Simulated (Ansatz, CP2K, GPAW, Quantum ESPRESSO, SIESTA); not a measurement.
One structure in several programs: Hf3Pt (P6_3/mmc, 8 atoms in the cell)

Self-consistent single point.

```
CELL_PARAMETERS angstrom
      5.98855     0.00000     0.00000
     -2.99428     5.18624     0.00000
      0.00000     0.00000     5.13953
ATOMIC_POSITIONS crystal
  Hf 0.34345 0.17172 0.75000
  Hf 0.65655 0.82827 0.25000
  Hf 0.17172 0.34345 0.25000
  Hf 0.82827 0.65655 0.75000
  Hf 0.82827 0.17172 0.75000
  Hf 0.17172 0.82827 0.25000
  Pt 0.66667 0.33333 0.25000
  Pt 0.33333 0.66667 0.75000
```

Shared settings, as Ansatz (a quantum-chemistry and plane-wave program) writes them: kpoints.mp_grid.grid = 4 4 4; scf.occupations.method = gaussian; scf.occupations.width = 0.1 eV. Potentials and cutoffs stand in the table.

| code | model | pressure (GPa) | largest force (eV/Å) | cutoff |
|---|---|---|---|---|
| SIESTA | LDA PW92, numerical atomic orbitals TZP, PseudoDojo LDA standard norm-conserving potentials (rewritten from UPF to PSML) | -13.45 | 0.006 | grid 300 Ry |
| GPAW | LDA (Perdew-Wang 92), GPAW PAW datasets LDA (gpaw-data 1.0.1) | -9.28 | 0.011 | 550 eV |
| CP2K | LDA (Pade form), GPW, DZVP-MOLOPT-SR-GTH basis, GTH-PADE potentials (GTH_POTENTIALS) | -16.65 | 0.166 | grid 500 Ry |
| Ansatz | LDA (PW92), PAW files made with PBE | -9.54 | 0.003 | default |
| Quantum ESPRESSO | LDA (PZ), GBRV 1.5 ultrasoft (LDA) pseudopotentials | -10.27 | 0.011 | 40 Ry |

On Ansatz's run: spin-orbit coupling is off. Spin polarisation is off.

The spread over the programs that give each value: pressure within 7.37 GPa; largest force within 0.163 eV/Å.

SIESTA and CP2K use small atom-centred bases, whose incompleteness enters pressures, forces and empty levels differently from a plane-wave cutoff. Ansatz's pressure is given at a fixed set of plane waves, as the other plane-wave codes print theirs; with its correction for the finite basis it is -9.50 GPa. The same LDA comes in different parametrisations, which differ slightly. In the pressure, SIESTA (by 3.91) and CP2K (by 7.11) lie more than 1 GPa from the median of the plane-wave programs. In the force vectors, CP2K (by 0.170) lies more than 0.08 eV/Å from the median of the plane-wave programs.

The starting cell comes from a database of computed structures (which also holds hypothetical and non-ambient phases and stackings), without a prior relaxation at this level.

Keys are those of Ansatz 0.2.
